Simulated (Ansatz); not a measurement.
Density of states of KTaO3 (Pm-3m) below the valence band maximum, PBEsol with spin-orbit coupling, rigid bands run with Ansatz (a first-principles code); cell volume 63.3 Å³.

| energy from edge (eV) | 10⁻³ states/eV/cell |
|---|---|
| 0.006 | 295 |
| 0.031 | 1380 |
| 0.056 | 2440 |
| 0.081 | 2440 |
| 0.106 | 2450 |
| 0.131 | 2440 |
| 0.156 | 2460 |
| 0.181 | 2450 |
| 0.206 | 2460 |
| 0.231 | 2490 |
| 0.256 | 2490 |
| 0.281 | 2510 |
| 0.319 | 2530 |
| 0.344 | 2550 |
| 0.369 | 2580 |
| 0.394 | 2600 |
| 0.419 | 2630 |
| 0.444 | 2650 |
| 0.469 | 2670 |
| 0.494 | 2730 |
| 0.519 | 2750 |
| 0.544 | 2790 |
| 0.569 | 2890 |
| 0.594 | 2970 |

### Question
What effective density of states at 300 K does this give (∫ g(E) exp(−E/k_BT) dE, both spins, divided by the cell's size)?

### Answer
4.2e20 cm⁻³, a density-of-states mass of 6.6 mₑ, valleys and band degeneracy included.

Geometry: cell and atoms relaxed with PBEsol.
